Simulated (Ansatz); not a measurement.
The starting structures come from a database of crystals and need not be the phases stable at ambient conditions.

Tunnelling through a barrier is set by its complex band structure: the current falls as exp(−2κd) with the smallest κ.

Consider the following.

```
CELL_PARAMETERS angstrom
      5.55920     0.00000     0.00000
      0.00000     9.65947     0.00000
      0.00000    -3.23346     4.55831
ATOMIC_POSITIONS crystal
  La 0.50771 0.75000 0.21653
  La 0.49229 0.25000 0.78347
  La 0.00771 0.25000 0.28347
  La 0.99229 0.75000 0.71653
  Ga 0.00000 0.50000 0.00000
  Ga 0.50000 0.50000 0.50000
  Ga 0.50000 0.00000 0.00000
  Ga 0.00000 0.00000 0.50000
  O  0.28379 0.45881 0.74358
  O  0.71621 0.54119 0.25642
  O  0.78379 0.54119 0.75642
  O  0.21621 0.45881 0.24358
  O  0.21621 0.04119 0.82596
  O  0.78379 0.95881 0.17404
  O  0.71621 0.95881 0.67404
  O  0.28379 0.04119 0.32596
  O  0.92337 0.25000 0.73456
  O  0.07663 0.75000 0.26544
  O  0.42337 0.75000 0.76544
  O  0.57663 0.25000 0.23456
```

Space group of this cell: Pnma. The cell is taken as given; by r2SCAN its mean pressure is -4.8 GPa.

Transport runs along the normal of the first two printed cell vectors.

The gap is the functional's own. No spin-orbit coupling. Mid-gap values are interpolated on the energy grid.

### Question
Compute, with r2SCAN (Ansatz, a program for electronic structure), the band gap and the smallest decay constant κ at mid-gap.

### Answer
Gap 4.01 eV on a 6×8×8 mesh; κ = 0.343 1/Å, at the zone centre.
